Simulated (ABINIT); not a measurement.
A self-consistent single point of Cd (P6_3/mmc, 2 atoms in the cell) with ABINIT.

Level of theory: PBE, spin-orbit coupling, PAW (JTH v2.0 PBE PAW) (plane waves; ABINIT).

```
Cd
1.0
    1.50192    -2.60140     0.00000
    1.50192     2.60140     0.00000
    0.00000     0.00000     5.66496
Cd
2
Direct
  0.33333   0.66667   0.25000
  0.66667   0.33333   0.75000
```

Reference input (self-consistent single point, DFT, PBE, plane waves, PAW (JTH v2.0 PBE PAW)): pseudos = [Cd.GGA_PBE-JTH.xml]; ecut = 40 Ry; pawecutdg = 80 Ry; pawxcdev = 0; occopt = 7; tsmear = 0.1 eV; ngkpt = 13 13 6; nshiftk = 1; shiftk = 0 0 0; potentials = JTH v2.0 PBE PAW; nband = 17; kptopt = 1. This run's input differs from it in these lines:

```diff
@@ -18,6 +18,8 @@
 pawxcdev 0
+nspinor 2
+nspden 1
 occopt 7
 tsmear 0.1 eV
-nband 17
-kptopt 1
+nband 38
+kptopt 4
 ngkpt 13 13 6
```

The program printed (abridged):

```
--- !BeginCycle
solver: {iscf: 17, nstep: 60, nline: 4, wfoptalg: 10, }
tolerances: {tolvrs: 1.00E-10, }
...

     iter   Etot(hartree)      deltaE(h)  residm     nres2
 ETOT  1  -94.953588768981    -9.495E+01 4.123E-01 1.921E+00
 ETOT  2  -95.105673553945    -1.521E-01 2.308E-01 3.727E-01
 ETOT  3  -95.105216293778     4.573E-04 9.747E-02 5.535E-02
 ETOT  4  -95.105957942856    -7.416E-04 5.875E-02 1.054E-02
 ETOT  5  -95.106260892987    -3.030E-04 4.207E-02 2.003E-03
   [... 17 lines left out ...]
 ETOT 23  -95.106339748770    -2.879E-11 2.490E-03 1.359E-09
 ETOT 24  -95.106339748783    -1.279E-11 1.694E-03 3.374E-10
 ETOT 25  -95.106339748792    -8.939E-12 1.898E-03 1.526E-10
 ETOT 26  -95.106339748796    -4.022E-12 1.391E-03 1.781E-11
 At SCF step   26       nres2   =  1.78E-11 < tolvrs=  1.00E-10 =>converged.

 Cartesian components of stress tensor (hartree/bohr^3)
  sigma(1 1)= -4.29953150E-05  sigma(3 2)=  0.00000000E+00
  sigma(2 2)= -4.29953155E-05  sigma(3 1)=  0.00000000E+00
  sigma(3 3)= -2.32428415E-05  sigma(2 1)=  0.00000000E+00

 ----iterations are completed or convergence reached----

 reduced coordinates (array xred) for    2 atoms
       0.333333331147      0.666666664481      0.249999997812
       0.666666664481      0.333333331147      0.749999997812
 cartesian forces (eV/Angstrom) at end:
    1     -0.00000000000000    -0.00000000000000    -0.00000000000000
    2      0.00000000000000     0.00000000000000    -0.00000000000000
 frms,max,avg= 1.0755998E-27 1.4082907E-27   0.000E+00  0.000E+00  0.000E+00 e/A
   [... lines left out ...]
 Fermi (or HOMO) energy (hartree) =   0.26763   Average Vxc (hartree)=  -0.37617
 Fermi (or HOMO) energy (eV) =   7.28253   Average Vxc (eV)= -10.23599
   [... lines left out ...]
'-kT*entropy'       : -1.14213495866929E-04
total_energy        : -9.51063410771772E+01
total_energy_eV     : -2.58797515457116E+03
...

-Cartesian components of stress tensor (GPa)         [Pressure=  1.0713E+00 GPa]
- sigma(1 1)= -1.26496563E+00  sigma(3 2)=  0.00000000E+00
- sigma(2 2)= -1.26496564E+00  sigma(3 1)=  0.00000000E+00
- sigma(3 3)= -6.83827892E-01  sigma(2 1)=  0.00000000E+00

 Calculation completed.
```

The run converged in 26 iterations. Against the reference run the pressure goes from 1.20 to 1.07 GPa.

The starting cell has typed, rounded lattice constants, without a prior relaxation at this level. Its lattice was rescaled by a random factor within 2.5 % of one.

Cost on one core of a shared machine: roughly 9 min.
